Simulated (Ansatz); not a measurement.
The parent structure is Pt in the fcc (Cu type) structure (space group Fm-3m, No. 225; a = 3.9183 Å).

The change: a hydrostatic pressure of 5 GPa.

Levels (all Ansatz, an electronic-structure program, PAW): PBEsol (420 eV, no spin-orbit coupling); r2SCAN (500 eV, without spin-orbit coupling).

The geometry is relaxed with PBEsol.

```
Item               Value
---------------  -------
PBEsol pressure  5.0 GPa
```

With r2SCAN at the same geometry, the pressure goes up by 4.9 GPa to 9.9 GPa.

Single points use the geometry relaxed with PBEsol. Their cutoffs differ, which shifts pressures a little. Load acts through the strain it causes; cell and atoms are relaxed under it. Stability against distortions was not tested. No other phases were tried under pressure. The final runs are not spin-polarised.
